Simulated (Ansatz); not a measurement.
The starting structures come from a database of crystals and need not be the phases stable at ambient conditions.

Tunnelling through a barrier is set by its complex band structure: the current falls as exp(−2κd) with the smallest κ.

Input:

```yaml
crystal:
  lattice:
    - [7.54930, 0.00000, 0.00000]
    - [3.02946, 7.89480, 0.00000]
    - [0.99997, -0.38372, 3.73510]
  atoms:
    - { symbol: Rb, position: [0.72998, 0.04274, 0.13501] }
    - { symbol: Rb, position: [0.27002, 0.95726, 0.86499] }
    - { symbol: Cu, position: [0.81362, 0.63538, 0.59319] }
    - { symbol: Cu, position: [0.18638, 0.36462, 0.40681] }
    - { symbol: Cu, position: [0.61916, 0.42598, 0.69042] }
    - { symbol: Cu, position: [0.38084, 0.57402, 0.30958] }
    - { symbol: Cu, position: [0.13176, 0.58681, 0.93412] }
    - { symbol: Cu, position: [0.86824, 0.41319, 0.06588] }
    - { symbol: S, position: [0.61818, 0.67991, 0.19091] }
    - { symbol: S, position: [0.38182, 0.32009, 0.80909] }
    - { symbol: S, position: [0.05072, 0.74925, 0.47464] }
    - { symbol: S, position: [0.94928, 0.25075, 0.52536] }
```

Space group of this cell: C2/m. The cell is taken as given.

Transport runs along the normal of the first two printed cell vectors.

The gap is the functional's own, uncorrected, and κ follows it; spin-orbit coupling is left out. Mid-gap values are interpolated between the computed energies.

Question: Give the band gap and the smallest decay constant κ at mid-gap that Ansatz (a quantum-chemistry and plane-wave program) with r2SCAN yields.

Answer: Gap 0.80 eV on a 8×4×8 mesh; κ = 0.106 1/Å, at the zone centre.
